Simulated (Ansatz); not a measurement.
# hypothetical Pm-3n GaN with two functionals, isotropic strain +0.88 %

Consider GaN (space group Pm-3n, No. 223; a = 5.571 Å; a hypothetical phase, not in the database extracts checked).

(Cell as relaxed with PBE.)

Levels (all Ansatz, an electronic-structure program, PAW): PBE (420 eV, without spin-orbit coupling); PBEsol (420 eV, no spin-orbit coupling).

Each level relaxes its own structure.

| base | PBE | PBEsol |
|---|---|---|
| volume per atom | 14.41 Å³ | 13.96 Å³ |
| lattice parameter a | 5.571 Å | 5.513 Å |
| band gap | 1.50 eV | 1.56 eV |

The change: an isotropic linear strain of +0.88 %, atoms relaxed at fixed cell.

```json
[
 {"quantity": "mean gap deformation potential ΔEg/Δln V", "PBE": "-4.2 eV", "PBEsol": "___"},
 {"quantity": "energy relative to the base (free energy F)", "PBE": "+4.1 meV/atom", "PBEsol": "___"},
 {"quantity": "electron mass", "PBE": "0.18 mₑ (at Γ)", "PBEsol": "___"}
]
```

Question: What does PBEsol give?

Answer: 
- mean gap deformation potential ΔEg/Δln V, PBEsol: -3.7 eV
- energy relative to the base (free energy F), PBEsol: +4.4 meV/atom
- electron mass, PBEsol: 0.19 mₑ (at Γ)

PBE's mean gap deformation potential ΔEg/Δln V lies 0.5 eV below PBEsol's. Neither level is exact; PBEsol is the comparison here, not a measurement.

Effective masses come from finite differences of ±0.01 Å⁻¹. Whether these cells are dynamically stable was not tested.
